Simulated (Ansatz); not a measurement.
Base system: CdS in the zinc blende structure (space group F-43m, No. 216; a = 5.878 Å).

Structures relaxed with plane-wave PAW DFT at the r2SCAN level (Ansatz, a first-principles code, 500 eV), without spin-orbit coupling.

Base:

Simulated powder pattern, Cu Kα1, λ = 1.54056 Å (kinematic, ideal powder, no thermal factors, no anomalous dispersion; the 10 strongest lines at most, above 2 %, up to 2θ = 90°):

| 2θ (°) | I/Imax (%) | hkl |
|---|---|---|
| 26.24 | 100 | (111) |
| 30.39 | 23 | (200) |
| 43.51 | 56 | (220) |
| 51.52 | 44 | (311) |
| 54.00 | 6.3 | (222) |
| 63.23 | 8.7 | (400) |
| 69.67 | 17 | (331) |
| 71.76 | 7.7 | (420) |
| 79.88 | 18 | (422) |
| 85.84 | 13 | (511) |

It is then changed as follows: a negative pressure, −1 GPa.

### Question
Predict the new powder pattern.

### Answer

Simulated powder pattern, Cu Kα1, λ = 1.54056 Å (kinematic, ideal powder, no thermal factors, no anomalous dispersion; the 10 strongest lines at most, above 2 %, up to 2θ = 90°):

| 2θ (°) | I/Imax (%) | hkl |
|---|---|---|
| 26.09 | 100 | (111) |
| 30.21 | 23 | (200) |
| 43.25 | 56 | (220) |
| 51.21 | 44 | (311) |
| 53.66 | 6.3 | (222) |
| 62.82 | 8.8 | (400) |
| 69.22 | 17 | (331) |
| 71.28 | 7.8 | (420) |
| 79.33 | 18 | (422) |
| 85.23 | 13 | (511) |

The indices refer to the base's conventional cell; one index is shown for lines that coincide.

Load acts through the strain it causes; cell and atoms are relaxed under it. Whether these cells are dynamically stable was not tested.
